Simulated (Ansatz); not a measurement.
The starting structures come from a database of crystals and need not be the phases stable at ambient conditions.

Input:

```xyz
4
Lattice="3.6006 0.0000 0.0000 -1.8003 3.1182 0.0000 1.8003 1.0394 7.6869" Properties=species:S:1:pos:R:3 pbc="T T T"
Ga     1.8003     1.0394     6.4649
Ga     1.8003     3.1182     1.2220
S      1.8003     3.1182     5.3815
S      1.8003     1.0394     2.3054
```

The cell was relaxed by PBE-D3(BJ); by PBEsol it stands under a pressure of -0.8 GPa.

Transport runs along the normal of the first two printed cell vectors, the (001) plane of the conventional cell.

No gap correction and no spin-orbit coupling; mid-gap is the computed energy nearest the middle.

Question: Estimate the band gap and the smallest decay constant κ at mid-gap that PBEsol in Ansatz (a quantum-chemistry and plane-wave program) returns for this system.

Answer: Gap 1.37 eV on a 10×10×10 mesh; κ = 0.116 1/Å, at the zone centre.
